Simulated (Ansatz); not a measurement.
```
SnO2
1.0
    4.75070     0.00000     0.00000
    0.00000     4.75070     0.00000
    0.00000     0.00000     3.20948
Sn O
2 4
Direct
  0.00000   0.00000   0.00000
  0.50000   0.50000   0.50000
  0.30647   0.30647   0.00000
  0.80647   0.19353   0.50000
  0.19353   0.80647   0.50000
  0.69353   0.69353   0.00000
```

No spin polarisation.

Computed with DFT with LDA, PAW potentials and a 420 eV plane-wave cutoff in Ansatz (a program for electronic structure), no spin-orbit coupling. Settings: 7×7×10 k-points, 0.05 eV Fermi–Dirac smearing.

Task: Predict the width of the top valence band.

Result: 1.26 eV.

Task: Estimate the gap character.

Result: Direct at Γ.

The cells carry an imposed strain or load. Whether these cells are dynamically stable was not tested. The cell was made from SnO$_{2}$ in the rutile structure (space group P4_2/mnm, No. 136) by this change: isotropic strain +0.60 %.
